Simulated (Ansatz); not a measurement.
**A computed series for KF: pressure series**

The parent structure is KF in the rock salt structure (space group Fm-3m, No. 225).

```
CELL_PARAMETERS angstrom
      0.00000     2.65339     2.65339
      2.65339     0.00000     2.65339
      2.65339     2.65339     0.00000
ATOMIC_POSITIONS crystal
  K  0.00000 0.00000 0.00000
  F  0.50000 0.50000 0.50000
```

Cell and atoms are relaxed at each pressure.

All numbers come from PBEsol/PAW in Ansatz (an electronic-structure program), no SOC.

Candidates:
(a) pressure 10 GPa
(b) pressure 0.7 GPa
(c) pressure 1.5 GPa
(d) pressure 7.5 GPa
(e) pressure −1 GPa

Before the change:

| Quantity | Value |
|---|---|
| Band gap | 6.15 eV |

Question: Order them by band gap, highest first.

Answer: (a) pressure 10 GPa (7.21 eV), (d) pressure 7.5 GPa (7.01 eV), (c) pressure 1.5 GPa (6.37 eV), (b) pressure 0.7 GPa (6.26 eV), (e) pressure −1 GPa (5.99 eV)

Load acts through the strain it causes; cell and atoms are relaxed under it. Stability against distortions was not tested. Competing high-pressure phases were not computed.
